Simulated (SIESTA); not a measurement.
Band structure of Zn2GaCuSe4 (I-42m, 8 atoms in the cell).

```yaml
crystal:
  lattice:
    - [-2.85330, 2.85330, 5.68208]
    - [2.85330, -2.85330, 5.68208]
    - [2.85330, 2.85330, -5.68208]
  atoms:
    - { symbol: Zn, position: [0.75000, 0.25000, 0.50000] }
    - { symbol: Zn, position: [0.25000, 0.75000, 0.50000] }
    - { symbol: Ga, position: [0.50000, 0.50000, 0.00000] }
    - { symbol: Cu, position: [0.00000, 0.00000, 0.00000] }
    - { symbol: Se, position: [0.12590, 0.12590, 0.49750] }
    - { symbol: Se, position: [0.87410, 0.37160, 0.00000] }
    - { symbol: Se, position: [0.62840, 0.62840, 0.50250] }
    - { symbol: Se, position: [0.37160, 0.87410, 0.00000] }
```

Level of theory: LDA PW92, numerical atomic orbitals DZP, PseudoDojo LDA standard norm-conserving potentials (rewritten from UPF to PSML) in SIESTA.

Settings: XC.functional = LDA; XC.authors = PW92; potentials = PseudoDojo LDA standard; PAO.BasisSize = DZP; PAO.EnergyShift = 0.005 Ry; MeshCutoff = 350 Ry; kgrid.MonkhorstPack = 3 3 3; OccupationFunction = FD; ElectronicTemperature = 0.02 eV; MaxSCFIterations = 150; SCF.Mixer.Method = Broyden; SCF.Mixer.Weight = 0.2; SCF.Mixer.History = 8; SCF.DM.Tolerance = 1.0E-05.

The starting cell comes from a database of computed structures (which also holds hypothetical and non-ambient phases and stackings), without a prior relaxation at this level. Values carry the incompleteness of an atom-centred basis.

Q: Predict the gap along the standard path and the places of the band edges.

A: The gap along the path is 0.41 eV, direct at Γ to within 0.01 eV.

Levels in eV from the top of the valence band on the path, bands 65 to 69:
| point | 65 | 66 | 67 | 68 | 69 |
|---|---|---|---|---|---|
| Γ | -1.17 | -0.06 | -0.06 | 0.00 | 0.41 |
| X | -0.79 | -0.53 | -0.47 | -0.31 | 1.38 |
| Y | -0.96 | -0.63 | -0.49 | -0.47 | 1.62 |
| S | -1.29 | -0.91 | -0.53 | -0.49 | 2.37 |
| Z | -1.43 | -0.84 | -0.56 | -0.56 | 2.09 |
| S1 | -1.29 | -0.91 | -0.53 | -0.49 | 2.37 |
| N | -1.13 | -0.91 | -0.88 | -0.43 | 2.50 |
| P | -0.83 | -0.79 | -0.44 | -0.44 | 1.72 |
| Y1 | -0.96 | -0.63 | -0.49 | -0.47 | 1.62 |

Higher empty bands are left out: an atom-centred basis made for the valence describes them poorly.
